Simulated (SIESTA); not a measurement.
# Worked example: self-consistent single point of Ta2InC (P6_3/mmc, 8 atoms in the cell) in SIESTA

Computed with LDA PW92, numerical atomic orbitals TZP, PseudoDojo LDA standard norm-conserving potentials (rewritten from UPF to PSML) run with SIESTA.

Input:

```
# files in the folder: Ta.psml In.psml C.psml (PseudoDojo LDA standard)
SystemName  Ta2InC
SystemLabel siesta

NumberOfAtoms                8
NumberOfSpecies              3
%block ChemicalSpeciesLabel
  1 73 Ta
  2 49 In
  3 6 C
%endblock ChemicalSpeciesLabel
LatticeConstant              1.0 Ang
%block LatticeVectors
     3.167510000    0.000000000    0.000000000
    -1.583755000    2.743144000    0.000000000
     0.000000000    0.000000000   14.533480000
%endblock LatticeVectors
AtomicCoordinatesFormat      Ang
%block AtomicCoordinatesAndAtomicSpecies
     1.583756584    0.914380419    8.472582836  1
    -0.000001584    1.828763581    6.060897164  1
    -0.000001584    1.828763581    1.205842836  1
     1.583756584    0.914380419   13.327637164  1
     1.583756584    0.914380419    3.633370000  2
    -0.000001584    1.828763581   10.900110000  2
     0.000000000    0.000000000    7.266740000  3
     0.000000000    0.000000000    0.000000000  3
%endblock AtomicCoordinatesAndAtomicSpecies

XC.functional                LDA
XC.authors                   PW92
PAO.BasisSize                TZP
PAO.EnergyShift              0.01 Ry
MeshCutoff                   300 Ry
%block kgrid.MonkhorstPack
    7   0   0  0.0
    0   7   0  0.0
    0   0   2  0.0
%endblock kgrid.MonkhorstPack
OccupationFunction           MP
OccupationMPOrder            0
ElectronicTemperature        100.0 meV

MaxSCFIterations             150
SCF.Mixer.Method             Pulay
SCF.Mixer.Weight             0.2
SCF.Mixer.History            8
SCF.DM.Tolerance             1.0E-04
Diag.ParallelOverK           true
WriteForces                  true
```

Output (repeated stretches shortened):

```
reinit: Reading from file input.fdf

reinit: System Name: Ta2InC
reinit: System Label: siesta

coor:   Atomic-coordinates input format  =     Cartesian coordinates
coor:                                          (in Angstroms)

siesta: Atomic coordinates (Bohr) and species
siesta:      2.99287   1.72793  16.01086  1        1
siesta:     -0.00000   3.45586  11.45344  1        2
siesta:     -0.00000   3.45586   2.27871  1        3
siesta:      2.99287   1.72793  25.18558  1        4
siesta:      2.99287   1.72793   6.86607  2        5
siesta:     -0.00000   3.45586  20.59822  2        6
siesta:      0.00000   0.00000  13.73215  3        7
siesta:      0.00000   0.00000   0.00000  3        8

siesta: System type = bulk

initatomlists: Number of atoms, orbitals, and projectors:      8   178   180

siesta: ******************** Simulation parameters ****************************
redata: Spin configuration                          = none
redata: Time-Reversal Symmetry                      = T
redata: Number of Atomic Species                    =        3
redata: Mesh Cutoff                                 =   300.0000 Ry
redata: Net charge of the system                    =     0.0000 |e|
redata: Min. number of SCF Iter                     =        0
redata: Max. number of SCF Iter                     =      150
redata: SCF convergence failure will abort job
redata: SCF mix quantity                            = Hamiltonian
redata: Mix DM or H after convergence               =   F
redata: Recompute H after scf cycle                 =   F
redata: Mix DM in first SCF step                    =   T
redata: No kicks to SCF
redata: DM Mixing Weight for Kicks                  =     0.5000
redata: Require Harris convergence for SCF          =   F
redata: Harris energy tolerance for SCF             =     0.000100 eV
redata: Require DM convergence for SCF              =   T
   [... lines left out ...]
diag: Used triangular part                          = Lower
diag: Absolute tolerance                            =  0.100E-15
diag: Orthogonalization factor                      =  0.100E-05
diag: Memory factor                                 =  1.0000

superc: Internal auxiliary supercell:     9 x     9 x     3  =     243
superc: Number of atoms, orbitals, and projectors:   1944  43254  43740

                        Single-point calculation

superc: Internal auxiliary supercell:     9 x     9 x     3  =     243
superc: Number of atoms, orbitals, and projectors:   1944  43254  43740

outcell: Unit cell vectors (Ang):
        3.167510    0.000000    0.000000
       -1.583755    2.743144    0.000000
        0.000000    0.000000   14.533480

outcell: Cell vector modules (Ang)   :    3.167510    3.167510   14.533480
outcell: Cell angles (23,13,12) (deg):     90.0000     90.0000    120.0000
outcell: Cell volume (Ang**3)        :    126.2805
new_DM -- step:     1
Initializing Density Matrix...

Attempting to read DM from file... Failed...
DM filled with atomic data:

InitMesh: MESH = 30 x 30 x 160 = 144000
InitMesh: Mesh cutoff (required, used) =   300.000   330.558 Ry

stepf: Methfessel-Paxton step function
       Using Hermite-Gauss polynomials of order  0
        iscf     Eharris(eV)        E_KS(eV)     FreeEng(eV)     dDmax    Ef(eV) dHmax(eV)
   scf:    1   -10968.708517   -11009.379396   -11009.400305  1.641736 -2.440893  9.697390
   scf:    2   -11031.946613   -11022.781126   -11022.810501  0.121211 -2.705195  4.800981
   scf:    3   -11026.694886   -11025.425862   -11025.450003  0.075877 -3.027734  2.041324
   scf:    4   -11025.789101   -11025.622507   -11025.648537  0.028664 -3.091128  1.166375
   scf:    5   -11025.854106   -11025.764178   -11025.792924  0.052580 -3.212719  0.126887
   scf:    6   -11025.749470   -11025.761312   -11025.789096  0.008547 -3.246829  0.214203
   scf:    7   -11025.768037   -11025.766445   -11025.794770  0.006683 -3.229018  0.016279
   scf:    8   -11025.766205   -11025.766361   -11025.794796  0.000766 -3.228861  0.014501
   scf:    9   -11025.766386   -11025.766374   -11025.794800  0.000117 -3.228890  0.014862
   scf:   10   -11025.766495   -11025.766441   -11025.794814  0.000225 -3.229580  0.001148
   scf:   11   -11025.766436   -11025.766439   -11025.794814  0.000074 -3.229695  0.000703
SCF Convergence by DM+H criterion
max |DM_out - DM_in|         :     0.0000736384
max |H_out - H_in|      (eV) :     0.0007032205
SCF cycle converged after 11 iterations

Using DM_out to compute the final energy and forces

siesta: E_KS(eV) =           -11025.7664

siesta: E_KS - E_eggbox =    -11025.7664

siesta: Atomic forces (eV/Ang):
     1   -0.000014    0.000008   -0.762447
     2    0.000014   -0.000008    0.762448
     3    0.000014   -0.000008   -0.762447
     4   -0.000014    0.000008    0.762447
     5   -0.000004    0.000002    0.000001
     6    0.000004   -0.000002   -0.000000
     7   -0.000000    0.000000   -0.000002
     8    0.000000   -0.000000    0.000000
   Tot    0.000000    0.000000    0.000000
   Max    0.762448
   Res    0.311268    sqrt( Sum f_i^2 / 3N )
   Max    0.762448    constrained

Stress tensor Voigt[x,y,z,yz,xz,xy] (kbar):      106.21      106.21      149.67        0.00       -0.00        0.00
(Free)E + p*V (eV/cell)   -11035.3081
Target enthalpy (eV/cell)   -11025.7948

siesta: Program's energy decomposition (eV):
siesta: Ebs     =     -2126.472102
siesta: Eions   =     14405.946129
siesta: Ena     =      2002.282371
siesta: Ekin    =      4335.905893
siesta: Enl     =      -319.140156
siesta: Eso     =         0.000000
siesta: Edftu   =         0.000000
siesta: DEna    =       143.826318
siesta: DUscf   =         5.936301
siesta: DUext   =         0.000000
siesta: Ex      =     -2540.088855
siesta: Ec      =      -248.542182
siesta: Exc     =     -2788.631037
siesta: Eharris =    -11025.766436
siesta: Etot    =    -11025.766439
siesta: FreeEng =    -11025.794814

siesta: Atomic forces (eV/Ang):
siesta:      1   -0.000014    0.000008   -0.762447
siesta:      2    0.000014   -0.000008    0.762448
siesta:      3    0.000014   -0.000008   -0.762447
siesta:      4   -0.000014    0.000008    0.762447
siesta:      5   -0.000004    0.000002    0.000001
siesta:      6    0.000004   -0.000002   -0.000000
siesta:      7   -0.000000    0.000000   -0.000002
siesta:      8    0.000000   -0.000000    0.000000
siesta: ----------------------------------------
siesta:    Tot    0.000000    0.000000    0.000000

siesta: Stress tensor (static) (eV/Ang**3):
siesta:     0.066293    0.000000   -0.000000
siesta:     0.000000    0.066293    0.000000
siesta:    -0.000000    0.000000    0.093417

siesta: Cell volume =        126.280478 Ang**3

siesta: Pressure (static):
siesta:                Solid            Molecule  Units
siesta:          -0.00082050         -0.00103334  Ry/Bohr**3
siesta:          -0.07533445         -0.09487658  eV/Ang**3
siesta:        -120.69910112       -152.00903651  kBar
```

The run converged in 11 iterations.

The starting cell comes from a database of computed structures (which also holds hypothetical and non-ambient phases and stackings), without a prior relaxation at this level. Spin polarisation is off. Values carry the incompleteness of an atom-centred basis. With a pressure of about -12 GPa the cell is away from its equilibrium volume at this level.

Cost on one core of a shared machine: roughly 80 s.
